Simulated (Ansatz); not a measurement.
Data:

```xyz
2
Lattice="0.0000 1.7534 1.8252 1.7534 0.0000 1.8252 1.7534 1.7534 0.0000" Properties=species:S:1:pos:R:3 pbc="T T T"
B      0.0000     0.0000     0.0000
N      0.8767     0.8767     0.9126
```

These are r2SCAN, rigid bands (plane waves, PAW, scalar-relativistic; Ansatz, a quantum-chemistry and plane-wave program) values and carry that method's errors. Condition of this run: biaxial stress in (001) of 27 GPa (compression positive) (the target of the relaxation). Geometry: cell and atoms relaxed with PBEsol, then loaded as said.

### Question
Predict the electron conductivity mass (n e² τ/σ) at 300 K, by direction if it differs.

### Answer
0.43 (x), 0.43 (y), 0.30 (z) mₑ.

### Question
Predict the hole conductivity mass (n e² τ/σ) at 300 K, by direction if it differs.

### Answer
0.54 mₑ.

### Question
And the band gap?

### Answer
4.67 eV at this level; semilocal functionals usually fall short of the measured gap.

Rigid bands, one relaxation time for all states, no polarons. Spin-orbit coupling is left out. Geometry: cell and atoms relaxed with PBEsol.
